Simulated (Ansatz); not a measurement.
Base system: Cu₂O (space group Pn-3m, No. 224).

```
Cu2O
1.0
    4.24572     0.00000     0.00000
    0.00000     4.24572     0.00000
    0.00000     0.00000     4.24572
Cu O
4 2
Direct
  0.75000   0.75000   0.75000
  0.75000   0.25000   0.25000
  0.25000   0.75000   0.25000
  0.25000   0.25000   0.75000
  0.00000   0.00000   0.00000
  0.50000   0.50000   0.50000
```

Levels (all Ansatz, a quantum-chemistry and plane-wave program, PAW): r2SCAN (500 eV, no spin-orbit coupling); HSE06 (420 eV, scalar-relativistic without spin-orbit coupling).

Its gap is 0.79 eV with r2SCAN and 2.03 eV with HSE06.

It is then changed as follows: cell and atoms relaxed at a pressure of 45 GPa.

With r2SCAN the gap becomes 0.57 eV.

Q: If the HSE06 correction stayed the same, what would the HSE06 gap be, and what does the HSE06 run give?

A: A rigid correction of +1.24 eV gives 1.81 eV. The HSE06 run gives 1.48 eV, so the correction itself changes by -0.33 eV.

Single points use the geometry relaxed with r2SCAN. Load acts through the strain it causes; cell and atoms are relaxed under it. Stability against distortions was not tested. Competing high-pressure phases were not computed. No Hubbard U is applied. The final runs are not spin-polarised.
